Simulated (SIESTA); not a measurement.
Band structure of PbTe (Fm-3m, 2 atoms in the cell).

```
CELL_PARAMETERS angstrom
      0.00000     3.23000     3.23000
      3.23000     0.00000     3.23000
      3.23000     3.23000     0.00000
ATOMIC_POSITIONS crystal
  Te 0.50000 0.50000 0.50000
  Pb 0.00000 0.00000 0.00000
```

Method: GGA PBE, numerical atomic orbitals DZP, PseudoDojo PBE standard norm-conserving potentials (rewritten from UPF to PSML) (SIESTA 5.4.2).

Settings: XC.functional = GGA; XC.authors = PBE; potentials = PseudoDojo PBE standard; PAO.BasisSize = DZP; PAO.EnergyShift = 0.01 Ry; MeshCutoff = 300 Ry; kgrid.MonkhorstPack = 9 9 9; OccupationFunction = FD; ElectronicTemperature = 116.05 K; MaxSCFIterations = 150; SCF.Mixer.Method = Pulay; SCF.Mixer.Weight = 0.25; SCF.Mixer.History = 6; SCF.DM.Tolerance = 1.0E-05.

The starting cell has typed, rounded lattice constants, without a prior relaxation at this level. Spin-orbit coupling is off. Values carry the incompleteness of an atom-centred basis.

Problem. Predict the gap along the standard path and the places of the band edges.

Solution. The gap along the path is 0.83 eV, direct at L to within 0.01 eV.

Levels in eV from the top of the valence band on the path, bands 12 to 16:
```json
[
 {"point": "Γ", "12": "-5.65", "13": "-1.32", "14": "-1.32", "15": "-1.32", "16": "4.21"},
 {"point": "X", "12": "-7.35", "13": "-4.54", "14": "-2.81", "15": "-2.81", "16": "3.41"},
 {"point": "W", "12": "-8.06", "13": "-3.82", "14": "-3.82", "15": "-0.36", "16": "1.74"},
 {"point": "K", "12": "-8.04", "13": "-4.16", "14": "-2.31", "15": "-2.09", "16": "3.68"},
 {"point": "L", "12": "-8.67", "13": "-0.89", "14": "-0.89", "15": "0.00", "16": "0.83"},
 {"point": "U", "12": "-8.04", "13": "-4.16", "14": "-2.31", "15": "-2.09", "16": "3.68"}
]
```

Higher empty bands are left out: an atom-centred basis made for the valence describes them poorly.
